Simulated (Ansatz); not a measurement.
Consider AlN in the wurtzite structure (space group P6_3mc, No. 186; a = 3.1066 Å, c = 4.9780 Å). Axes: x lies along a and z along c of the hexagonal cell.

The values are results of r2SCAN in Ansatz (plane waves to 500 eV, PAW, no spin-orbit coupling), earlier PAW set, not measurements.

For the base:

```
Quantity                                       Value
-----------------------------  ---------------------
Shortest interatomic distance                1.888 Å
Band gap                                     4.87 eV
Valence-band top at Γ          0.00, -0.22, -0.22 eV
Pressure                                    0.01 GPa
```

One thing is altered: the cell is stretched by 2.37 % along y with no lateral relaxation; the atoms relax in the strained cell.

Question: What happens to the shortest interatomic distance?

Answer: The shortest interatomic distance increases by 0.014 Å, from 1.888 Å to 1.902 Å.

Question: Estimate the effect on the band gap.

Answer: The band gap falls by 0.28 eV, from 4.87 eV to 4.59 eV.

Question: How does this affect the valence-band top at Γ?

Answer: The valence-band top at Γ (three highest levels, from the VBM) becomes 0.00, -0.23, -0.38 eV (base: 0.00, -0.22, -0.22 eV).

Question: Estimate the effect on the electron mass.

Answer: The electron mass comes out as 0.30 mₑ along x, 0.29 mₑ along y, 0.29 mₑ along z (at Γ).

Question: Estimate the effect on the pressure.

Answer: The pressure (mean of the normal stresses, compression positive) drops by 4.884 GPa to -4.88 GPa.

Effective masses come from finite differences of ±0.01 Å⁻¹. Stability against distortions was not tested.

Ansatz is a first-principles code.
